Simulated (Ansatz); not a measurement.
CdSe: response to strain

The parent structure is CdSe in the zinc blende structure (space group F-43m, No. 216).

```
CdSe
1.0
    0.00000     3.06658     3.06658
    3.06658     0.00000     3.06658
    3.06658     3.06658     0.00000
Cd Se
1 1
Cartesian
  0.00000   0.00000   0.00000
  1.53329   1.53329   1.53329
```

Cartesian axes are those of the cell as printed.

Strains are applied to the cell and any free atomic positions relax; under biaxial strain the out-of-plane vector relaxes too.

The values are results of r2SCAN, PAW, 500 eV (Ansatz, a first-principles code; no SOC), not measurements.

Notes on the quantities. energy relative to the base: free energy F.

```csv
"biaxial strain, plane normal [111], relaxed out of plane (%)",energy relative to the base (meV/atom)
0,0.0
0.42,?
0.83,1.0
1.25,2.4
1.67,4.2
2.08,6.5
```

Task: Fit ΔE = Aε² + Bε³ (ε in %) to the rows shown and predict the withheld row.

Result: Least squares on the printed values gives A = 1.53 and B = -0.013 meV/atom (largest residual 0.0 meV/atom); this predicts 0.3 meV/atom, and the run gives 0.3 meV/atom, in agreement.

No phonon test of stability was made.
